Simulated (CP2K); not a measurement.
## A self-consistent single point of Tl₃Ga (Fm-3m, 4 atoms in the cell) with CP2K

Method: PBEsol, GPW, DZVP-MOLOPT-SR-GTH basis, GTH-PBE potentials (GTH_POTENTIALS) in CP2K 2026.2.

Input as run:

```
&GLOBAL
  PROJECT run
  RUN_TYPE ENERGY_FORCE
  PRINT_LEVEL MEDIUM
&END GLOBAL
&FORCE_EVAL
  METHOD Quickstep
  STRESS_TENSOR ANALYTICAL
  &DFT
    BASIS_SET_FILE_NAME BASIS_MOLOPT
    POTENTIAL_FILE_NAME GTH_POTENTIALS
    &QS
      METHOD GPW
      EPS_DEFAULT 1E-11
    &END QS
    &MGRID
      CUTOFF 600
      REL_CUTOFF 50
      NGRIDS 5
    &END MGRID
    &SCF
      SCF_GUESS ATOMIC
      EPS_SCF 1E-6
      MAX_SCF 100
      ADDED_MOS 9
      &DIAGONALIZATION
        ALGORITHM STANDARD
      &END DIAGONALIZATION
      &MIXING
        METHOD BROYDEN_MIXING
        ALPHA 0.2
        NBUFFER 12
      &END MIXING
      &SMEAR ON
        METHOD FERMI_DIRAC
        ELECTRONIC_TEMPERATURE [K] 1578.21
      &END SMEAR
    &END SCF
    &KPOINTS
      SCHEME MONKHORST-PACK 5 5 5
    &END KPOINTS
    &XC
      &XC_FUNCTIONAL
        &PBE
          PARAMETRIZATION PBESOL
        &END PBE
      &END XC_FUNCTIONAL
    &END XC
    &PRINT
      &MO
        EIGENVALUES T
        OCCUPATION_NUMBERS T
        NDIGITS 8
        FILENAME mo
        &EACH
          QS_SCF 0
        &END EACH
        ADD_LAST NUMERIC
      &END MO
      &MULLIKEN ON
      &END MULLIKEN
    &END PRINT
  &END DFT
  &SUBSYS
    &CELL
      ABC 5.48345800 5.48345806 5.48345743
      ALPHA_BETA_GAMMA 59.99999643 59.99999655 60.00000037
      PERIODIC XYZ
    &END CELL
    &COORD
      SCALED
      Tl       0.25000000     0.25000000     0.25000000
      Tl       0.75000000     0.75000000     0.75000000
      Tl       0.50000000     0.50000000     0.50000000
      Ga       0.00000000     0.00000000     0.00000000
    &END COORD
    &KIND Tl
      BASIS_SET DZVP-MOLOPT-SR-GTH-q13
      POTENTIAL GTH-PBE-q13
    &END KIND
    &KIND Ga
      BASIS_SET DZVP-MOLOPT-SR-GTH-q13
      POTENTIAL GTH-PBE-q13
    &END KIND
  &END SUBSYS
  &PRINT
    &FORCES ON
    &END FORCES
    &STRESS_TENSOR ON
    &END STRESS_TENSOR
  &END PRINT
&END FORCE_EVAL
```

Log, with long lists cut:

```
 GLOBAL| Method name                                                        CP2K
 GLOBAL| Project name                                                        run
 GLOBAL| Run type                                                   ENERGY_FORCE

 CELL| Volume [angstrom^3]:                                           116.586564
 CELL| Vector a [angstrom]:       5.483     0.000     0.000   |a| =     5.483458
 CELL| Vector b [angstrom]:       2.742     4.749     0.000   |b| =     5.483458
 CELL| Vector c [angstrom]:       2.742     1.583     4.477   |c| =     5.483457
 CELL| Angle (b,c), alpha [degree]:                                    59.999996
 CELL| Angle (a,c), beta  [degree]:                                    59.999997
 CELL| Angle (a,b), gamma [degree]:                                    60.000000
 CELL| Numerically orthorhombic:                                              NO
 CELL| Periodicity                                                           XYZ

 DFT| Spin restricted Kohn-Sham (RKS) calculation                            RKS
 DFT| Multiplicity                                                             1
 DFT| Number of spin states                                                    1
 DFT| Charge                                                                   0
 DFT| XC density smoothing                                                  NONE
 DFT| XC derivatives                                                          PW

 QS| Method:                                                                 GPW
 QS| Density plane wave grid type                        NON-SPHERICAL FULLSPACE
 QS| Number of grid levels:                                                    5
 QS| Density cutoff [a.u.]:                                                300.0
 QS| Multi grid cutoff [a.u.]: 1) grid level                               300.0
   [... lines left out ...]
 BRILLOUIN| Wavefunction type                                            COMPLEX
 BRILLOUIN| List of Kpoints [2 Pi/Bohr]                                       63
 BRILLOUIN| Number           Weight            X              Y              Z
 BRILLOUIN|     1           0.01600       -0.40000       -0.40000       -0.40000
 BRILLOUIN|     2           0.01600       -0.40000       -0.40000       -0.20000
 BRILLOUIN|     3           0.01600       -0.40000       -0.40000        0.00000
   [... 60 lines left out ...]
 *******************************************************************************

 Extrapolation method: initial_guess

 Re-scaling the density matrix to get the right number of electrons
                  # Electrons              Trace(P)               Scaling factor
                           52                52.000                        1.000

 Number of electrons:                                                         52
 Number of occupied orbitals:                                                 26
 Number of molecular orbitals:                                                35

 Number of orbital functions:                                                100
 Number of independent orbital functions:                                    100
 SCF WAVEFUNCTION OPTIMIZATION

  Step     Update method      Time    Convergence         Total energy    Change
     1 NoMix/Diag. 0.20E+00      -     0.77264626      -224.0237525835 -2.24E+02
     2 Broy./Diag. 0.20E+00      -     0.01330958      -224.8351884299 -8.11E-01
     3 Broy./Diag. 0.20E+00      -     0.02988364      -224.2287031325  6.06E-01
     4 Broy./Diag. 0.20E+00      -     0.00872129      -223.8640095234  3.65E-01
     5 Broy./Diag. 0.20E+00      -     0.00279205      -223.8840185265 -2.00E-02
     6 Broy./Diag. 0.20E+00      -     0.00126186      -223.8972058735 -1.32E-02
     7 Broy./Diag. 0.20E+00      -     0.00027943      -223.8981112540 -9.05E-04
     8 Broy./Diag. 0.20E+00      -     0.00007265      -223.8978986870  2.13E-04
     9 Broy./Diag. 0.20E+00      -     0.00001053      -223.8978626255  3.61E-05
    10 Broy./Diag. 0.20E+00      -     0.00001853      -223.8978836969 -2.11E-05
    11 Broy./Diag. 0.20E+00      -     0.00000119      -223.8978945035 -1.08E-05
    12 Broy./Diag. 0.20E+00      -     0.00000195      -223.8978926608  1.84E-06
    13 Broy./Diag. 0.20E+00      -     0.00000019      -223.8978923066  3.54E-07
  *** SCF run converged in    13 steps ***

  Electronic density on regular grids:        -51.9999999967        0.0000000033
  Core density on regular grids:               51.9999999994       -0.0000000006
  Total charge density on r-space grids:        0.0000000027
  Total charge density g-space grids:           0.0000000027

  Overlap energy of the core charge distribution:               0.00000000000007
  Self energy of the core charge distribution:               -357.33402603252887
  Core Hamiltonian energy:                                    105.34020466080497
  Hartree energy:                                              57.70573890117650
  Exchange-correlation energy:                                -29.60281053970871
  Electronic entropic energy:                                  -0.00699929630625
  Fermi energy:                                                 0.20664640727827

  Total energy:                                              -223.89789230663735
  Total energy (extrapolated to T->0):                       -223.89439265848421

                     Mulliken Population Analysis

 #  Atom  Element  Kind  Atomic population                           Net charge
       1     Tl       1         13.228795                             -0.228795
       2     Tl       1         13.228795                             -0.228795
       3     Tl       1         12.981684                              0.018316
       4     Ga       2         12.560726                              0.439274
 # Total charge                             52.000000                  0.000000

 ENERGY| Total FORCE_EVAL ( QS ) energy [hartree]           -223.897892288688581

 FORCES| Atomic forces [hartree/bohr]
 FORCES|   Atom     x               y               z               |f|
 FORCES|      1  8.56543707E-06  4.94517692E-06  3.50355306E-06   1.04926818E-05
 FORCES|      2 -8.56543788E-06 -4.94380592E-06 -3.50425855E-06   1.04922720E-05
 FORCES|      3  2.32742120E-15 -1.91884962E-09 -1.43996636E-11   1.91890365E-09
 FORCES|      4  7.08166221E-13  5.55579428E-10  7.15112662E-10   9.05568949E-10
 FORCES| Sum    -9.53326426E-14  7.73514530E-12 -4.77432301E-12
 FORCES| Total atomic force                                       9.09041920E-12

 STRESS| Analytical stress tensor [bar]
 STRESS|                        x                   y                   z
 STRESS|      x       -1.99902304161E+04   4.58765016914E+01   3.24394589855E+01
 STRESS|      y        4.58765016914E+01  -2.00431978027E+04   1.87441479699E+01
 STRESS|      z        3.24394589855E+01   1.87441479699E+01  -2.00564438794E+04
 STRESS| 1/3 Trace                                            -2.00299573661E+04
```

The run converged in 13 iterations.

The starting cell comes from a database of computed structures (which also holds hypothetical and non-ambient phases and stackings), without a prior relaxation at this level. Values carry the incompleteness of an atom-centred basis. The potentials were made for another functional than the one used.

Cost on one core of a shared machine: roughly 80 s.
